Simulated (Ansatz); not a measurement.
## TiAl: response to strain

The parent structure is TiAl (space group P4/mmm, No. 123; a = 2.813 Å, c = 4.062 Å; relaxed with 0.1 eV smearing). Axes: x, y, z lie along a, b, c of the conventional cell.

Strains are applied to the cell and any free atomic positions relax.

The values are results of r2SCAN (Ansatz, an electronic-structure program), scalar-relativistic without spin-orbit coupling, not measurements.

Notes on the quantities. pressure: mean of the normal stresses, compression positive; energy relative to the base: free energy F.

```tsv
change	pressure	energy relative to the base	volume per atom
base	0.0 GPa	0 meV/atom	16.07 Å³
uniaxial strain ε_xx = −3.00 %	4.0 GPa	+10 meV/atom	15.58 Å³
uniaxial strain ε_xx = −2.50 %	3.2 GPa	+7.1 meV/atom	15.66 Å³
uniaxial strain ε_xx = −2.00 %	2.6 GPa	+4.5 meV/atom	15.75 Å³
uniaxial strain ε_xx = −1.50 %	1.9 GPa	+2.5 meV/atom	15.83 Å³
uniaxial strain ε_xx = −1.00 %	[?]	[?]	15.91 Å³
uniaxial strain ε_xx = −0.50 %	0.6 GPa	+0.3 meV/atom	15.99 Å³
```

Question: Fill in the withheld entries from the trend.

Answer: 
- uniaxial strain ε_xx = −1.00 %, pressure: 1.2 GPa
- uniaxial strain ε_xx = −1.00 %, energy relative to the base: +1.1 meV/atom

Whether these cells are dynamically stable was not tested. All final runs are without spin polarisation.
